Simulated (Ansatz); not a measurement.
The reference is Cu in the fcc (Cu type) structure (space group Fm-3m, No. 225; a = 3.563 Å; relaxed with 0.1 eV smearing). Axes: x, y, z lie along the cube axes.

Structures relaxed with Kohn–Sham DFT with the PBEsol functional, run in Ansatz (an electronic-structure program) with PAW and 420 eV plane waves, no SOC, earlier PAW set.

Base:

Simulated powder pattern, Cu Kα1, λ = 1.54056 Å (kinematic, ideal powder, no thermal factors, no anomalous dispersion; the 8 strongest lines at most, above 2 %, up to 2θ = 90°):

| 2θ (°) | I/Imax (%) | hkl |
|---|---|---|
| 43.98 | 100 | (111) |
| 51.23 | 47 | (200) |
| 75.38 | 26 | (220) |

Perturbation: compressive biaxial strain of 0.98 % in the plane normal to [111], as in epitaxy on a mismatched substrate; the out-of-plane cell vector and the atoms relax.

Problem. Predict the new powder pattern.

Solution. 
Simulated powder pattern, Cu Kα1, λ = 1.54056 Å (kinematic, ideal powder, no thermal factors, no anomalous dispersion; the 8 strongest lines at most, above 2 %, up to 2θ = 90°):

| 2θ (°) | I/Imax (%) | hkl |
|---|---|---|
| 43.66 | 35 | (111) |
| 44.35 | 100 | (1 1 -1) |
| 51.47 | 63 | (200) |
| 75.27 | 18 | (220) |
| 76.26 | 17 | (2 0 -2) |

The indices refer to the base's conventional cell; one index is shown for lines that coincide. The space group is now R-3m (No. 166).

Stability against distortions was not tested. All final runs are without spin polarisation.
